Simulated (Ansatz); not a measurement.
Take VBiO4 (space group I4_1/a, No. 88; a = 5.166 Å, c = 11.779 Å) as the base.

Calculations: PBE in Ansatz (plane waves to 420 eV, PAW, no spin-orbit coupling), earlier PAW set.

Base values:

| Property | Value |
|---|---|
| Pressure | 0.00 GPa |

Perturbation: every lattice vector is stretched by 1.48 %; the atoms relax in the strained cell.

Question: How does this affect the energy relative to the base, largest internal atomic displacement and pressure?

Answer: The energy grows by 9.5 meV/atom; the largest internal atomic displacement is 0.020 Å; the pressure (mean of the normal stresses, compression positive) goes from zero to -4.95 GPa.

Stability against distortions was not tested. Starting moments died away, wholly or in part, for the base; another magnetic solution may exist. All final runs are without spin polarisation.

Ansatz is a quantum-chemistry and plane-wave program.
